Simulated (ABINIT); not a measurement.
ABINIT run on KRb3 (P1, 4 atoms in the cell): self-consistent single point.

Method of the run: LDA (PW92), norm-conserving pseudopotentials (PseudoDojo nc-sr-04 LDA standard) (plane waves; ABINIT 10.0.3).

```
KRb3
1.0
    7.14149     0.00000     0.00000
    0.00000     7.14149     0.00000
    0.00000     0.00000     7.14149
K Rb
1 3
Direct
  0.98927   0.00356   0.00897
  0.01061   0.49940   0.48530
  0.49324   0.99526   0.49963
  0.50688   0.50179   0.00611
```

Reference input (self-consistent single point, DFT, PBEsol, plane waves, norm-conserving pseudopotentials (PseudoDojo nc-sr-04 PBEsol standard)): pseudos = [K.upf, Rb.upf]; ecut = 37 Ha; occopt = 3; tsmear = 0.05 eV; ngkpt = 3 3 3; nshiftk = 1; shiftk = 0 0 0; potentials = PseudoDojo nc-sr-04 PBEsol standard; nband = 24; kptopt = 1; nstep = 60; toldfe = 1e-09 Ha. This run's input differs from it in these lines:

```diff
@@ -1,2 +1,2 @@
-# KRb3, PseudoDojo nc-sr-04 PBEsol standard
+# KRb3, PseudoDojo nc-sr-04 LDA standard
 pp_dirpath "./"
@@ -18,3 +18,3 @@
       Angstrom
-ecut 37 Ha
+ecut 36 Ha
 occopt 3
```

Its files differ too (potentials: PseudoDojo nc-sr-04 PBEsol standard → PseudoDojo nc-sr-04 LDA standard).

Log, with long lists cut:

```
--- !BeginCycle
solver: {iscf: 7, nstep: 60, nline: 4, wfoptalg: 0, }
tolerances: {toldfe: 1.00E-09, }
...

     iter   Etot(hartree)      deltaE(h)  residm     vres2
 ETOT  1  -111.20851993105    -1.112E+02 2.427E-02 3.021E+00
 ETOT  2  -111.23574703828    -2.723E-02 3.027E-03 2.453E+00
 ETOT  3  -111.23599050069    -2.435E-04 1.260E-03 8.473E-01
 ETOT  4  -111.23607020999    -7.971E-05 7.523E-04 3.677E-02
 ETOT  5  -111.23607414859    -3.939E-06 3.780E-04 8.934E-03
 ETOT  6  -111.23607453818    -3.896E-07 2.115E-04 9.517E-04
 ETOT  7  -111.23607461064    -7.247E-08 7.593E-05 2.540E-05
 ETOT  8  -111.23607461259    -1.947E-09 4.230E-05 3.676E-06
 ETOT  9  -111.23607461282    -2.296E-10 1.449E-05 6.121E-07
 ETOT 10  -111.23607461285    -3.114E-11 8.069E-06 4.433E-08
 At SCF step   10, etot is converged :
  for the second time, diff in etot=  3.114E-11 < toldfe=  1.000E-09

 Cartesian components of stress tensor (hartree/bohr^3)
  sigma(1 1)=  1.61810124E-05  sigma(3 2)= -6.89708533E-08
  sigma(2 2)=  1.60025731E-05  sigma(3 1)= -5.55593505E-08
  sigma(3 3)=  1.62925150E-05  sigma(2 1)= -3.10914570E-08

 ----iterations are completed or convergence reached----

 reduced coordinates (array xred) for    4 atoms
       0.989267999997      0.003558999999      0.008965999994
       0.010605999994      0.499400000000      0.485300000000
       0.493244999993      0.995255999994      0.499630000000
       0.506881000001      0.501785999994      0.006105000007
 cartesian forces (eV/Angstrom) at end:
    1      0.01648003335701    -0.00479140731572    -0.02395211670339
   [... lines left out ...]
 Fermi (or HOMO) energy (eV) =   0.24670   Average Vxc (eV)=  -5.66132
   [... lines left out ...]
total_energy        : -1.11236074612850E+02
total_energy_eV     : -3.02688752536985E+03
band_energy         : -2.04566646618790E+01
...

-Cartesian components of stress tensor (GPa)         [Pressure= -4.7541E-01 GPa]
- sigma(1 1)=  4.76061739E-01  sigma(3 2)= -2.02919222E-03
- sigma(2 2)=  4.70811875E-01  sigma(3 1)= -1.63461225E-03
- sigma(3 3)=  4.79342259E-01  sigma(2 1)= -9.14742092E-04

 Calculation completed.
```

The run converged in 10 iterations. Against the reference run the pressure goes from -0.21 to -0.48 GPa and the largest force goes from 0.055 to 0.043 eV/Å.

The starting cell comes from a database of computed structures (which also holds hypothetical and non-ambient phases and stackings), without a prior relaxation at this level. Its atoms were displaced at random from the sites of space group no. 221.

Cost on one core of a shared machine: roughly 3 min.
